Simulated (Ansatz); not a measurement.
For Ag (model structure, Pm-3n, No. 223, 8 atoms in the cell), LDA (plane waves, PAW; Ansatz, a program for electronic structure) gives:

```
Property                  Result
------------------  ------------
lattice constant a       5.093 Å
bulk modulus             129 GPa
cohesive energy     3.51 eV/atom
```

Task: What does r²SCAN in Ansatz (PAW) give for the same quantities?

Result: 
- lattice constant a: 5.225 Å (grows by 2.6 %)
- bulk modulus: 96.5 GPa (shrinks by 25 %)
- cohesive energy: 2.77 eV/atom (falls by 0.74 eV/atom)

Changes are worked out from the printed values.

Unless a cell is named, each level is at its own relaxed cell (LDA 16.51, r²SCAN 17.84 Å³/atom).

Caveats: the bulk modulus is −V dP/dV from two relaxed cells at ±2 % in volume (LDA, r²SCAN). Ansatz's density-functional and Hartree–Fock values are scalar-relativistic unless marked +SOC, with PAW data made under PBE.

A model structure was made by putting elements into a prototype or built by hand; it is no filed structure, need not be a known phase, and can be a saddle point held by its symmetry.
